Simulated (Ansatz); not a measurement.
Consider the following.

End structure of the (221) surface of rock-salt ZrN in its 1x1 cell (cut with top plane N + Zr, bottom plane N + Zr), outermost plane spacing 0.77 Å in the ideal cut:

```yaml
crystal:
  lattice:
    - [3.24894, 0.00000, 0.00000]
    - [0.00000, 9.74682, 0.00000]
    - [0.00000, 0.00000, 26.00000]
  atoms:
    - { symbol: N, position: [0.00000, 0.23834, 0.31718] }
    - { symbol: Zr, position: [0.50000, 0.73380, 0.31573] }
    - { symbol: N, position: [0.50000, 0.93443, 0.34340] }
    - { symbol: Zr, position: [0.00000, 0.43856, 0.33853] }
    - { symbol: N, position: [0.00000, 0.67161, 0.36792] }
    - { symbol: Zr, position: [0.50000, 0.15665, 0.35686] }
    - { symbol: N, position: [0.50000, 0.38955, 0.39590] }
    - { symbol: Zr, position: [0.00000, 0.88981, 0.39884] }
    - { symbol: N, position: [0.00000, 0.11393, 0.42417] }
    - { symbol: Zr, position: [0.50000, 0.61453, 0.42623] }
    - { symbol: N, position: [0.50000, 0.83455, 0.45816] }
    - { symbol: Zr, position: [0.00000, 0.33456, 0.45461] }
    - { symbol: N, position: [0.00000, 0.55552, 0.48591] }
    - { symbol: Zr, position: [0.50000, 0.05716, 0.48410] }
    - { symbol: N, position: [0.50000, 0.27781, 0.51409] }
    - { symbol: Zr, position: [0.00000, 0.77618, 0.51590] }
    - { symbol: N, position: [0.00000, 0.99878, 0.54184] }
    - { symbol: Zr, position: [0.50000, 0.49877, 0.54539] }
    - { symbol: N, position: [0.50000, 0.71940, 0.57583] }
    - { symbol: Zr, position: [0.00000, 0.21880, 0.57377] }
    - { symbol: N, position: [0.00000, 0.44379, 0.60410] }
    - { symbol: Zr, position: [0.50000, 0.94353, 0.60116] }
    - { symbol: N, position: [0.50000, 0.16173, 0.63208] }
    - { symbol: Zr, position: [0.00000, 0.67668, 0.64314] }
    - { symbol: N, position: [0.00000, 0.89891, 0.65660] }
    - { symbol: Zr, position: [0.50000, 0.39477, 0.66147] }
    - { symbol: N, position: [0.50000, 0.59499, 0.68282] }
    - { symbol: Zr, position: [0.00000, 0.09953, 0.68427] }
```

Model: 28-atom slab, N14Zr14, 10.0 Å thick at the start (thin: gaps and levels are the slab's own), 12x4x1 mesh, Fermi-Dirac 0.1 eV, dipole correction, all atoms relaxed; held to the start's symmetry, so lower structures may exist; no spin, no spin-orbit, no U.

### Question
Predict the work function of the top face from PBE (Ansatz, an electronic-structure program).

### Answer
4.03 eV

### Question
Predict the surface energy (mean of both faces) from PBE.

### Answer
2.50 J/m^2
